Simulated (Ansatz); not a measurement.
Cubic perovskite KZnF3 was calculated with RPBE (PAW; Ansatz, an electronic-structure program).

Settings: plane-wave cutoff 520 eV, 8×8×8 k mesh, Fermi–Dirac smearing 0.01 eV, scalar-relativistic PAW data made under PBE.

The cell is scaled about its equilibrium volume:

| V (Å³/atom) | P (GPa) | direct gap at Γ (eV) | smallest gap on the k mesh (eV) |
|---|---|---|---|
| 14.027 | 4.19 | 5.441 | 3.918 |
| 14.326 | 2.63 | 5.275 | 3.864 |
| 14.624 | 1.24 | 5.116 | 3.810 |
| 14.923 | 0.00 | 4.963 | 3.757 |
| 15.221 | -1.11 | 4.816 | 3.705 |
| 15.520 | -2.10 | 4.675 | 3.653 |
| 15.818 | -2.99 | 4.539 | 3.601 |

The fundamental gap (3.76 eV at the equilibrium volume, with added k points) lies elsewhere than Γ–Γ.

Note: the cell is over a tenth larger than the published one: the level's own overestimate first of all, though another phase or state, or a fault of the published cell, is possible.
